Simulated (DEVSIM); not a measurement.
**Si p+/n-/n+ power diode**

Device: Si p+/n-/n+ power diode, at 250 K.

| layer (left to right) | material | thickness (μm) | Nd (cm⁻³) | Na (cm⁻³) | τn (s) | τp (s) |
|---|---|---|---|---|---|---|
| 1 | Si | 0.540 | - | 3.5e18 | 3.9e-5 | 3.9e-5 |
| 2 | Si | 8.60 | 4.9e15 | - | 3.9e-5 | 3.9e-5 |
| 3 | Si | 2.60 | 3.1e18 | - | 3.9e-5 | 3.9e-5 |

Left contact: ohmic. Right contact: ohmic. Voltage is applied to the left contact. Recombination: SRH at mid-gap, radiative. Mobility is μmin + (μ − μmin)/(1 + (N/Nref)^α).

The device is made up for the run: typed textbook-type constants, with dimensions and the other settings drawn at random. Values at 300 K; Nc and Nv go as T^1.5, mobilities as T to minus their exponent, the gap by Varshni's rule with the affinity fixed.

| parameter | Si |
|---|---|
| gap (eV) | 1.124 |
| affinity (eV) | 4.05 |
| permittivity | 11.7 |
| Nc (cm⁻³) | 2.86e19 |
| Nv (cm⁻³) | 3.1e19 |
| μn (cm²/Vs) | 1417 |
| μp (cm²/Vs) | 470 |
| μn,min | 52 |
| μp,min | 45 |
| Nref,n | 9.7e16 |
| Nref,p | 2.2e17 |
| αn | 0.68 |
| αp | 0.72 |
| T exponent of μn | 2.3 |
| T exponent of μp | 2.2 |
| B (cm³/s) | 4.7e-15 |
| Varshni α (eV/K) | 0.000473 |
| Varshni β (K) | 636 |

Model (solved in DEVSIM): 1D drift-diffusion, Boltzmann statistics, complete ionisation; no tunnelling, impact ionisation, image-force lowering or self-heating.

- Potential step across the device at zero bias = 1.053 V
- Dark forward voltage at 1 A/cm² = 0.820 V
- Dark forward voltage at 100 A/cm² = 0.921 V

Dark reverse current:

```csv
V (V),J (A/cm²)
-2.00,-8.0e-12
-5.00,-1.5e-11
-10.00,-2.2e-11
-15.00,-2.8e-11
-20.00,-3.3e-11
-30.00,-4.2e-11
-40.00,-4.8e-11
```

Dark forward current:

(V (V), J (A/cm²)): (0.05, 1.2e-12); (0.10, 4.9e-12); (0.20, 5.8e-11); (0.25, 2.0e-10); (0.35, 2.6e-9); (0.40, 1.2e-8); (0.50, 5.0e-7); (0.55, 4.5e-6); (0.65, 0.00044); (0.70, 0.0044); (0.80, 0.41); (0.85, 4.0); (0.95, 350); (1.00, 2400)
